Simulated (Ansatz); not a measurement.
## MgSnO3 in the cubic perovskite structure (space group Pm-3m, No. 221; a hypothetical phase, not in the database extracts checked)

MgSnO₃ has the cubic space group Pm-3m (No. 221), the cubic perovskite structure, Pearson symbol cP5. Conventional cell: a = 3.9869 Å, b = 3.9869 Å, c = 3.9869 Å, α = 90.00°, β = 90.00°, γ = 90.00°. Mg on 1a is surrounded by no neighbour by this rule. Sn on 1b is surrounded by 6 O at 1.993 Å (octahedral). O on 3c is surrounded by 2 Sn at 1.993 Å (linear). (Neighbours: up to the widest gap in distance over summed covalent radii, below 1.35, at either atom; cation-cation and far metal-metal contacts left out.)

Calculations: Ansatz (a program for electronic structure) PBEsol, no spin-orbit coupling. k-mesh 8×8×8 (Γ-centred); smearing 0.05 eV (Fermi–Dirac).

The volume per atom is 12.67 Å³, the density is 5.01 g/cm³ and the band gap comes out as 0.97 eV, indirect, R → Γ. The electron mass is 0.22 mₑ, the lowest conduction-band minima above the VBM is Γ 0.97 eV and the total energy is -1908.870 eV/atom (σ→0; compares only within this code and set-up).

Effective masses come from finite differences of ±0.01 Å⁻¹. Stability against distortions was not tested. Many cubic perovskites are stable only at high temperature; tilts and polar distortions were not tested.
